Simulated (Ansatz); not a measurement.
# A computed series for hypothetical rock salt ZrSi: response to strain

The parent structure is ZrSi in the rock salt structure (space group Fm-3m, No. 225; a = 5.341 Å; a hypothetical phase, not in the database extracts checked). Axes: x, y, z lie along the cube axes.

Strains are applied to the cell and any free atomic positions relax.

Level of theory: DFT with PBEsol, PAW potentials and a 420 eV plane-wave cutoff in Ansatz (an electronic-structure program), no SOC.

Candidates:
(a) strain tensor (xx, yy, zz, yz, xz, xy) = (+0.82, +1.25, −0.84, +0.22, +0.26, −1.17) %
(b) strain tensor (xx, yy, zz, yz, xz, xy) = (−0.02, +0.32, +1.74, +1.35, −1.40, +1.22) %
(c) uniaxial strain ε_xx = +0.47 %

Notes on the quantities. energy relative to the base: free energy F.

Order them by energy relative to the base, lowest first.

(c) uniaxial strain ε_xx = +0.47 % (+0.4 meV/atom), (a) strain tensor (xx, yy, zz, yz, xz, xy) = (+0.82, +1.25, −0.84, +0.22, +0.26, −1.17) % (+5.2 meV/atom), (b) strain tensor (xx, yy, zz, yz, xz, xy) = (−0.02, +0.32, +1.74, +1.35, −1.40, +1.22) % (+7.3 meV/atom)

Without a gap, meshes like the base's 15×15×15 leave anisotropic stresses uncertain by several tenths of a GPa, and small strain energies with them. Stability against distortions was not tested. All final runs are without spin polarisation.
